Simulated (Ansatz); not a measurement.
Si, carrier doping

The parent structure is Si in the diamond structure (space group Fd-3m, No. 227).

```
CELL_PARAMETERS angstrom
      0.00000     2.73494     2.73494
      2.73494     0.00000     2.73494
      2.73494     2.73494     0.00000
ATOMIC_POSITIONS crystal
  Si 0.50000 0.50000 0.50000
  Si 0.75000 0.75000 0.75000
```

Carriers are added at fixed cell with a uniform background; the Fermi–Dirac width is that of 300 K.

The values are results of PBE/PAW in Ansatz (a first-principles code), no spin-orbit coupling, earlier PAW set, not measurements.

Notes on the quantities. Fermi level from band edge: Fermi level relative to the doped band's edge (positive inside the band; to 0.05 eV).

```
case                      Fermi level from band edge  gap between the host's bands
------------------------  --------------------------  ----------------------------
undoped                                            –                       0.61 eV
electrons 1.0×10^21 cm⁻³                    +0.25 eV                       0.60 eV
electrons 2.0×10^21 cm⁻³                    +0.40 eV                       0.58 eV
electrons 3.0×10^21 cm⁻³                    +0.50 eV                       0.57 eV
holes 1.0×10^21 cm⁻³                        +0.25 eV                       0.63 eV
holes 2.0×10^21 cm⁻³                        +0.45 eV                       0.65 eV
holes 3.0×10^21 cm⁻³                        +0.55 eV                       0.68 eV
```

Charged cell with a jellium background: band edges are those of the host's band count, energies are not comparable with the neutral cell, and many-body gap narrowing is missing. No phonon test of stability was made.
